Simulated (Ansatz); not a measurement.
Base system: AlRu in the CsCl type structure (space group Pm-3m, No. 221; a = 2.9832 Å; relaxed with 0.1 eV smearing). Axes: x, y, z lie along the cube axes.

Level of theory: Kohn–Sham DFT with the r2SCAN functional, run in Ansatz (an electronic-structure program) with PAW and 500 eV plane waves, no spin-orbit coupling.

Perturbation: uniaxial strain ε_zz = −3.00 %, all other strain components held at zero; the atoms relax in the strained cell.

Question: Predict the stress tensor and what it implies for the stiffness.

Answer: Stress of the strained cell less that of the base (GPa, compression positive):
```
    5.1     0.0     0.0
    0.0     5.1     0.0
    0.0     0.0    11.6
```

Then −Δσ_ii/ε with ε = -0.0300 gives secant stiffness values (nonlinear terms included at this strain): C33 ≈ 388 GPa, C13 ≈ 170 GPa and C23 ≈ 170 GPa.

As a check, the harmonic strain energy −½ V₀ Δσ:ε is 14 meV/atom; the computed energy rise is 14 meV/atom.

Whether these cells are dynamically stable was not tested. All final runs are without spin polarisation.
